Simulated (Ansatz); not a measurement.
## Effect of isotropic strain −0.50 % on ZnS

The reference is ZnS in the zinc blende structure (space group F-43m, No. 216; a = 5.357 Å).

Perturbation: the cell is scaled by 0.9950 in all directions; the atoms relax in the strained cell.

Calculations: DFT with PBEsol, PAW potentials and a 420 eV plane-wave cutoff in Ansatz (a program for electronic structure), no spin-orbit coupling. k-mesh 11×11×11 (Γ-centred); smearing 0.05 eV (Fermi–Dirac).

- Volume per atom: 18.93 Å³ (base 19.21 Å³)
- Space group: F-43m (No. 216) (base F-43m (No. 216))
- Shortest interatomic distance: 2.308 Å (base 2.319 Å)
- Energy relative to the base (free energy F): +1.1 meV/atom
- Pressure: 1.22 GPa (base -0.01 GPa)
- Band gap: 2.15 eV (base 2.09 eV)
- Gap character: direct at Γ (base direct at Γ)
- Mean gap deformation potential ΔEg/Δln V: -4.3 eV
- Width of the top valence band: 2.92 eV (base 2.86 eV)
- Electron mass: 0.17 mₑ (at Γ) (base 0.17 mₑ (at Γ))
- Hole mass (degenerate bands, along [100]): 0.19, 0.65, 0.65 mₑ (at Γ) (base 0.18, 0.68, 0.68 mₑ (at Γ))
- Valley order (the lowest conduction-band minima on the path, energy above the VBM, named in the base's zone): Γ 2.15 eV; X along ⟨100⟩ 3.14 eV; L along ⟨111⟩ 3.26 eV (base Γ 2.09 eV; X along ⟨100⟩ 3.17 eV; L along ⟨111⟩ 3.24 eV)

Effective masses come from finite differences of ±0.01 Å⁻¹. Stability against distortions was not tested.
